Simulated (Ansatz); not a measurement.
The reference is Mo in the bcc (W type) structure (space group Im-3m, No. 229; relaxed with 0.1 eV smearing).

```yaml
crystal:
  lattice:
    - [-1.56498, 1.56498, 1.56498]
    - [1.56498, -1.56498, 1.56498]
    - [1.56498, 1.56498, -1.56498]
  atoms:
    - { symbol: Mo, position: [0.00000, 0.00000, 0.00000] }
```

Cartesian axes are those of the cell as printed.

Computed with PBEsol (Ansatz, a first-principles code), no spin-orbit coupling.

Modification: compressive biaxial strain of 3.00 % in the plane normal to [001], as in epitaxy on a mismatched substrate; the out-of-plane cell vector and the atoms relax.

### Question
What happens to the out-of-plane strain?

### Answer
The out-of-plane strain amounts to +2.37 %.

### Question
Estimate the effect on the in-plane stress.

### Answer
The mean in-plane stress (compression positive) comes out as +17.5 GPa.

No phonon test of stability was made. The final runs are not spin-polarised.
